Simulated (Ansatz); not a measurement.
How the elastic constant C44 of CsCl-type TiCo moves with the method

No measured value is used here.

```json
[
 {"level (code)": "PBE (Ansatz)", "value (GPa)": "?", "cell (Å³/atom)": "13.12"},
 {"level (code)": "PBE-D3(BJ) (Ansatz)", "value (GPa)": "66.5", "cell (Å³/atom)": "12.63"},
 {"level (code)": "r²SCAN+rVV10 (Ansatz)", "value (GPa)": "62.4", "cell (Å³/atom)": "12.74"}
]
```

### Question
Fill in the missing entries.

### Answer

- PBE (Ansatz, a first-principles code), value (GPa): 58.6

The crystal itself was run without spin with PBE, PBE-D3(BJ), r²SCAN+rVV10; a magnetic state was not tried in these runs. PBE-D3(BJ): the dispersion coefficients are held fixed in the derivatives. Each level is taken at its own relaxed cell. Cutoffs differ between the levels. Ansatz's density-functional and Hartree–Fock values are scalar-relativistic unless marked +SOC, with PAW data made under PBE.
